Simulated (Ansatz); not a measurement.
## TaSi₂ (P6₂22, No. 180)

All values below come from LDA (PAW; Ansatz, a quantum-chemistry and plane-wave program).

Run with plane-wave cutoff 500 eV, 12×12×6 k mesh (along the axes of the cell as run), Fermi–Dirac smearing 0.05 eV, scalar-relativistic PAW data made under PBE.

Cell: relaxed at this level.

```
Quantity                    Value
------------------  -------------
volume per atom     14.04 Å³/atom
lattice constant a        4.732 Å
c axis length             6.517 Å
band gap                     none
```

Spin–orbit coupling is not included.
